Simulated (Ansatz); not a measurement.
AlP (F-43m), PBEsol with spin-orbit coupling, rigid bands run with Ansatz (a program for electronic structure): Condition of this run: hydrostatic pressure -2 GPa (the target of the relaxation). band gap 1.48 eV, N_c = 1.74e19 cm⁻³ and N_v = 5.74e19 cm⁻³ at 300 K, conductivity masses of 0.339 mₑ (electrons) and 0.692 mₑ (holes). Take k_BT = 0.02585 eV.

Task: What built-in voltage has an abrupt junction with N_A = 1e16 and N_D = 1e18 cm⁻³, all dopants ionised?

Result: V_bi = E_g/e − (k_BT/e) ln(N_c N_v/(N_A N_D)) = 1.48 − 0.02585 × 11.51 = 1.18 V. It follows the computed gap one for one.

Task: What thermal injection velocity √(2k_BT/πm) limits a ballistic channel?

Result: 9.24e6 cm/s for electrons and 6.47e6 cm/s for holes, a ratio of √(m_h/m_e) = 1.43, for dilute carriers.

Task: Find the intrinsic carrier density and the intrinsic Fermi level.

Result: n_i = √(N_c N_v) exp(−E_g/2k_BT) = 3.16e19 × exp(−28.62) = 1.2e7 cm⁻³. The level lies (k_BT/2) ln(N_v/N_c) = 15 meV from mid-gap (positive towards the conduction band). Each 0.1 eV added to the gap lowers n_i by a factor of 6.9.

Rigid, parabolic bands with the computed gap; masses take one relaxation time for all states.
